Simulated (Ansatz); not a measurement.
# SnSe₂ in the CdI2 type structure (space group P-3m1, No. 164; layered, stacked along the Cartesian z axis)

```cif
data_Se2Sn
_chemical_formula_sum 'Sn1 Se2'
_space_group_name_H-M_alt 'P 1'
_space_group_IT_number 1
_cell_length_a 3.79365
_cell_length_b 3.79365
_cell_length_c 5.74380
_cell_angle_alpha 90.000
_cell_angle_beta 90.000
_cell_angle_gamma 120.000
loop_
_space_group_symop_operation_xyz
  'x, y, z'
loop_
_atom_site_label
_atom_site_type_symbol
_atom_site_fract_x
_atom_site_fract_y
_atom_site_fract_z
_atom_site_occupancy
Sn1 Sn 0.00000 0.00000 0.00000 1
Se1 Se 0.33333 0.66667 0.27602 1
Se2 Se 0.66667 0.33333 0.72398 1
```

Method: Ansatz (a first-principles code) PBEsol-D3(BJ), spin-orbit coupling left out. Settings: 10×10×6 k-points, 0.05 eV Fermi–Dirac smearing.

The volume per atom is 23.86 Å³. The density comes out as 6.42 g/cm³. The band gap is zero and the total energy comes out as -5600.082 eV/atom (σ→0; compares only within this code and set-up).

Stability against distortions was not tested. The final runs are not spin-polarised. Gaps under 0.05 eV, about the width of the smearing, are given as zero. A zero or small gap of SnSe2 can be the functional's error rather than a property of the material.
